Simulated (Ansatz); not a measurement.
The cell is built on a prototype and need not be the phase stable at ambient conditions.

By r2SCAN, the system below comes out a metal.

The ballistic (Sharvin) conductance counts the channels at the Fermi level: G/A = (e²/h) × channels of both spins per area.

Here is the system:

```xyz
6
Lattice="3.6006 0.0000 0.0000 0.0000 6.8049 0.0000 0.0000 0.0000 3.6006" Properties=species:S:1:pos:R:3 pbc="T T T"
Hf     0.0000     0.0000     0.0000
Hf     1.8003     0.0000     1.8003
Hf     0.0000     4.2912     1.8003
Hf     1.8003     2.5137     0.0000
C      0.0000     1.8390     1.8003
C      1.8003     4.9659     0.0000
```

Space group of this cell: P4/nmm. The cell was relaxed by PBE-D3(BJ); by r2SCAN its mean pressure is 2.0 GPa.

The current flows along the normal of the first two printed cell vectors. No spin-orbit coupling; the value is a mean over 0.1 eV about the Fermi level.

### Question
State the ballistic conductance per area according to r2SCAN (Ansatz, a first-principles code).

### Answer
0.70 × 10¹⁵ S/m² for both spins.
